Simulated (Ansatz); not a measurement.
Consider InP in the zinc blende structure (space group F-43m, No. 216).

```
InP
1.0
    0.00000     2.93912     2.93912
    2.93912     0.00000     2.93912
    2.93912     2.93912     0.00000
P In
1 1
Direct
  0.75000   0.75000   0.75000
  0.00000   0.00000   0.00000
```

Level of theory: PBEsol (Ansatz, a program for electronic structure), no spin-orbit coupling.

Before the change:

- Gap character = direct at Γ
- Lattice parameter a = 5.878 Å

One thing is altered: Al takes the place of In on all its sites, then cell and atoms are relaxed.

What happens to the gap character and lattice parameter a?

The gap character changes from direct at Γ to indirect, Γ → X; the lattice parameter a shrinks by 0.4077 Å (5.878 Å → 5.471 Å).

Stability against distortions was not tested.
